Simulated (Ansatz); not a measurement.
Band structure of Sb₂Pt (Pa-3, 12 atoms in the cell).

```
Sb2Pt
1.0
    6.38927     0.00000     0.00000
    0.00000     6.38927     0.00000
    0.00000     0.00000     6.38927
Sb Pt
8 4
Direct
  0.37525   0.12475   0.87525
  0.62475   0.87525   0.12475
  0.12475   0.87525   0.37525
  0.87525   0.12475   0.62475
  0.87525   0.37525   0.12475
  0.12475   0.62475   0.87525
  0.62475   0.62475   0.62475
  0.37525   0.37525   0.37525
  0.00000   0.50000   0.50000
  0.50000   0.50000   0.00000
  0.50000   0.00000   0.50000
  0.00000   0.00000   0.00000
```

Method of the run: PBEsol, PAW files made with PBE (plane waves; Ansatz, a quantum-chemistry and plane-wave program).

Settings: kpoints.mp_grid.grid = 3 3 3; hamiltonian.xc = pbesol; hamiltonian.pseudopotentials = {kind: paw} (the program's default PAW files); scf.occupations.method = cold; scf.occupations.width = 0.05 eV; kpoints.band_path.npoints = 16.

The starting cell comes from a database of computed structures (which also holds hypothetical and non-ambient phases and stackings), without a prior relaxation at this level. Its lattice was rescaled by a random factor within 2.5 % of one. Spin-orbit coupling is off. Spin polarisation is off.

Levels in eV from the Fermi level, bands 93 to 100:
| point | 93 | 94 | 95 | 96 | 97 | 98 | 99 | 100 |
|---|---|---|---|---|---|---|---|---|
| Γ | -1.86 | -0.63 | -0.63 | -0.63 | -0.01 | -0.01 | -0.01 | 0.80 |
| X | -1.54 | -1.54 | -0.71 | -0.71 | 0.75 | 0.75 | 1.54 | 1.54 |
| M | -0.83 | -0.83 | -0.83 | -0.83 | 1.77 | 1.77 | 1.77 | 1.77 |
| R | -0.77 | -0.77 | -0.77 | -0.77 | 0.02 | 0.02 | 0.02 | 0.02 |

Bands cross the Fermi level along this path, so the cell is metallic at this level.

Keys are those of Ansatz 0.2.
